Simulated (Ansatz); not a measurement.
Results of HSE06 (plane waves, PAW; Ansatz, a program for electronic structure) for SnSiO4 (model structure, started from the ZrSiO4 type, I4₁/amd, No. 141, 12 atoms in the cell).

Settings: plane-wave cutoff 460 eV, 6×6×6 k mesh, Fermi–Dirac smearing 0.01 eV, scalar-relativistic PAW data made under PBE.

Cell (relaxed with PBEsol):

```cif
data_O16Si4Sn4
_chemical_formula_sum 'Sn4 Si4 O16'
_space_group_name_H-M_alt 'I41/amd :1'
_space_group_IT_number 141
_space_group_name_Hall 'I 4bw 2bw -1bw'
_cell_length_a 6.49158
_cell_length_b 6.49158
_cell_length_c 6.07757
_cell_angle_alpha 90.000
_cell_angle_beta 90.000
_cell_angle_gamma 90.000
loop_
_atom_site_label
_atom_site_type_symbol
_atom_site_symmetry_multiplicity
_atom_site_Wyckoff_symbol
_atom_site_fract_x
_atom_site_fract_y
_atom_site_fract_z
_atom_site_occupancy
Sn1 Sn 4 a 0.00000 0.00000 0.00000 1
Si1 Si 4 b 0.00000 0.00000 0.50000 1
O1 O 16 h 0.31420 0.00000 0.06784 1
```
(The calculation used a cell of 12 atoms; values per cell refer to that cell.)

What does this level give for the band gap?


- band gap = 4.15 eV (on the SCF k mesh)

Note: the relaxation could raise the start's symmetry but not lower it, so the cell can be a saddle point; cell and atoms aren't relaxed at this level (largest force component 0.21 eV/Å, pressure -3.3 GPa).

Spin–orbit coupling is not included.

The computed numbers hold no vibrational or temperature effects.

Cost on a shared machine: about 8 core-minutes (a rough figure).

A model structure was made by putting elements into a prototype or built by hand; it is no filed structure, need not be a known phase, and can be a saddle point held by its symmetry.
